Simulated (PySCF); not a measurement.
We consider zinc-blende BeS, described by MP2 (GTH pseudopotentials, Gaussian basis, DZ basis; PySCF).

The same calculation (at the measured cell, 14.438 Å³/atom) with different numerical settings:

```tsv
run	k mesh	correlation energy (eV/atom)	total energy (eV/atom)
1	2×2×2	-2.3934	-338.1493
2	3×3×3	-2.5717	-338.6137
3	4×4×4	-2.6374	-338.6734
```

In the column total energy (eV/atom) the first row differs from the last by +0.5241 and the next to last by +0.0597.

The last row is no converged limit: other settings stay fixed.
